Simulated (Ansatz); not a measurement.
# Ta (model structure, started from the fcc type, Fm-3m, No. 225, 1 atom in the cell)

Calculation: LDA in Ansatz (PAW).

Numerical settings: plane-wave cutoff 520 eV, 22×22×22 k mesh, Fermi–Dirac smearing 0.05 eV, scalar-relativistic PAW data made under PBE.

Cell (relaxed at this level):

```
CELL_PARAMETERS angstrom
      0.00000     2.07038     2.07038
      2.07038     0.00000     2.07038
      2.07038     2.07038     0.00000
ATOMIC_POSITIONS crystal
  Ta 0.00000 0.00000 0.00000
```

| Quantity | Value |
|---|---|
| band gap | zero (no gap) |
| bulk modulus | 212 GPa |

Note: the bulk modulus is −V dP/dV from two relaxed cells at ±2 % in volume; the relaxation could raise the start's symmetry but not lower it, so the cell can be a saddle point.

Spin–orbit coupling is not included.

The result took roughly 24 core-seconds.

A model structure was made by putting elements into a prototype or built by hand; it is no filed structure, need not be a known phase, and can be a saddle point held by its symmetry.

Ansatz is a program for electronic structure.
